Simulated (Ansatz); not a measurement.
Defect: interstitial Ga in wurtzite GaN, charge state +3. The step: several atoms move together, Ga the farthest; the atom moves 2.29 Å along (0.28, 0.65, 0.27) of the unit cell; the moving atom starts with neighbours N at 1.85, 2 N at 1.98, N at 2.19 Å and ends with Ga at 2.44, Ga at 2.45, Ga at 2.47; 2 N at 1.95, N at 1.95 Å. DFT values are from Ansatz (plane-wave PAW, 420 eV unless said) in a cell of 72 host sites, spin-restricted, static, with no finite-size correction. The charge state is imposed; whether it is stable for some Fermi level was not computed. Sites that were not tried may lie lower. For the PBE band: the saddle point's order was not checked, and it lies on a symmetry element of the cell, where a band can be held.

```tsv
Level	Forward barrier (eV)	Cost of the band or of the saddle's single point
CHGNet universal potential (has no charge state), its own band	0.61	-
PBE, one k-point at (0.125, 0.250, 0.250), band relaxed	1.47	around 28 core-minutes (rough)
PBE, a 2×2×2 k-point mesh shifted by half a step along c, same geometries	1.48	around 2.3 core-minutes (rough)
r2SCAN at 500 eV, one k-point at (0.125, 0.250, 0.250), same geometries	___	around 80 core-seconds (rough)
```

Q: Complete the blanks.

A: 
- r2SCAN at 500 eV, one k-point at (0.125, 0.250, 0.250), same geometries, Forward barrier (eV): 1.55

Ansatz is an electronic-structure program.
